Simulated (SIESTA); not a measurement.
Band structure of PtAl2 (Fm-3m, 3 atoms in the cell).

```xyz
3
Lattice="0.0000 2.9441 2.9441 2.9441 0.0000 2.9441 2.9441 2.9441 0.0000" Properties=species:S:1:pos:R:3 pbc="T T T"
Al     1.4720     1.4720     1.4720
Al     4.4161     4.4161     4.4161
Pt     0.0000     0.0000     0.0000
```

Computed with GGA PBE, numerical atomic orbitals DZP, PseudoDojo PBE standard norm-conserving potentials (rewritten from UPF to PSML) (SIESTA 5.4.2).

Settings: XC.functional = GGA; XC.authors = PBE; potentials = PseudoDojo PBE standard; PAO.BasisSize = DZP; PAO.EnergyShift = 0.005 Ry; MeshCutoff = 300 Ry; kgrid.MonkhorstPack = 8 8 8; OccupationFunction = FD; ElectronicTemperature = 136 meV; MaxSCFIterations = 150; SCF.Mixer.Method = Pulay; SCF.Mixer.Weight = 0.2; SCF.Mixer.History = 6; SCF.DM.Tolerance = 1.0E-04.

The starting cell has typed, rounded lattice constants, without a prior relaxation at this level. Its lattice was rescaled by a random factor within 2.5 % of one. Spin-orbit coupling is off. Spin polarisation is off. Values carry the incompleteness of an atom-centred basis.

Levels in eV from the Fermi level, bands 10 to 15:
```csv
point,10,11,12,13,14,15
Γ,-3.84,3.35,3.82,3.82,3.82,5.44
X,-3.52,-3.34,-1.60,-1.60,3.14,3.38
W,-3.39,-2.86,-2.86,-0.93,5.29,5.29
K,-3.78,-3.17,-2.06,-0.61,3.31,5.52
L,-3.63,-3.63,1.03,1.03,4.11,5.15
U,-3.78,-3.17,-2.06,-0.61,3.31,5.52
```

Bands cross the Fermi level along this path, so the cell is metallic at this level.

Higher empty bands are left out: an atom-centred basis made for the valence describes them poorly.
